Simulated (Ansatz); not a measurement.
## Effect of strain tensor (xx, yy, zz, yz, xz, xy) = (−0.60, −0.13, +0.80, −0.62, +0.03, +0.55) % on InSe

Start from InSe in the beta-GaS type structure (space group P6_3/mmc, No. 194; a = 4.017 Å, c = 16.933 Å; layered, stacked along the Cartesian z axis). Axes: x lies along a and z along c of the hexagonal cell.

Perturbation: strain tensor (xx, yy, zz, yz, xz, xy) = (−0.60, −0.13, +0.80, −0.62, +0.03, +0.55) %, atoms relaxed at fixed cell.

The values are results of r2SCAN+rVV10 (Ansatz, a first-principles code; PAW; 500 eV plane waves; without spin-orbit coupling), not measurements. Γ-centred 10×10×2 mesh, Fermi–Dirac width 0.05 eV.

| quantity | base | changed | shift |
|---|---|---|---|
| volume per atom | 29.57 Å³ | 29.59 Å³ | +0.02 Å³ |
| space group | P6_3/mmc (No. 194) | P-1 (No. 2) | – |
| energy relative to the base (free energy F) | 0 meV/atom | +0.7 meV/atom | +0.7 meV/atom |
| band gap | 0.85 eV | 0.95 eV | +0.10 eV |
| gap character | direct at Γ | direct at Γ | – |
| electron mass | 0.085 mₑ along c, 0.14 mₑ across (at Γ) | 0.093 mₑ along z, 0.14 mₑ across (at Γ) | – |
| valence-band top at Γ (three highest levels, from the VBM) | 0.00, -1.16, -1.16 eV | 0.00, -1.05, -1.11 eV | – |
| largest internal atomic displacement | – | 0.035 Å | – |
| stress (xx, yy, zz, yz, xz, xy; compression positive) | – | (0.38, 0.16, -0.16, 0.10, 0.00, -0.25) GPa | – |

Masses are band curvatures over ±0.01 Å⁻¹ around the edge. Stability against distortions was not tested. Labels are those of the standard path for the cell's own space group.
